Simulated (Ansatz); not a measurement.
**Response to strain in Rh**

Take Rh in the fcc (Cu type) structure (space group Fm-3m, No. 225; a = 3.802 Å; relaxed with 0.1 eV smearing) as the base. Axes: x, y, z lie along the cube axes.

Strains are applied to the cell and any free atomic positions relax; under biaxial strain the out-of-plane vector relaxes too.

The values are results of Ansatz (a program for electronic structure) r2SCAN, scalar-relativistic without spin-orbit coupling, not measurements.

Notes on the quantities. in-plane stress: mean in-plane stress (compression positive); energy relative to the base: free energy F.

```csv
change,volume per atom,in-plane stress,energy relative to the base
base,13.73 Å³,–,0 meV/atom
"biaxial strain +0.50 %, plane normal [001], relaxed out of plane",13.81 Å³,-2.3 GPa,+1.0 meV/atom
"biaxial strain +1.00 %, plane normal [001], relaxed out of plane",13.89 Å³,-4.4 GPa,+3.8 meV/atom
"biaxial strain +1.50 %, plane normal [001], relaxed out of plane",13.96 Å³,-6.4 GPa,+8.5 meV/atom
"biaxial strain +2.00 %, plane normal [001], relaxed out of plane",14.04 Å³,-8.3 GPa,+15 meV/atom
"biaxial strain +2.50 %, plane normal [001], relaxed out of plane",14.11 Å³,-10.0 GPa,+23 meV/atom
"biaxial strain +3.00 %, plane normal [001], relaxed out of plane",14.18 Å³,-11.7 GPa,+32 meV/atom
```

No phonon test of stability was made. All final runs are without spin polarisation. Rh lies near a magnetic instability that expansion can trigger; it was not tested.
